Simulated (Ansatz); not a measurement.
The reference is MgO in the rock salt structure (space group Fm-3m, No. 225; a = 4.2141 Å).

The values are results of PBEsol/PAW in Ansatz (a program for electronic structure), no spin-orbit coupling, not measurements.

Before the change:

The gap between the host's bands comes out as 4.62 eV.

It is then changed as follows: hole doping at 5.0×10^20 cm⁻³ (0.00936 per cell), with a uniform compensating background at fixed cell and a 300 K Fermi–Dirac width.

Task: Predict the new Fermi level from band edge and gap between the host's bands.

Result: The Fermi level relative to the doped band's edge (positive inside the band; to 0.05 eV) is +0.05 eV; the gap between the host's bands grows by 0.02 eV (4.62 eV → 4.64 eV).

Carriers are added with a uniform compensating background; total energy and stress of such cells depend on the potential's zero and are not compared; many-body gap narrowing is missing at this level. No phonon test of stability was made. The base started in Pnma and relaxed to Fm-3m at this level.
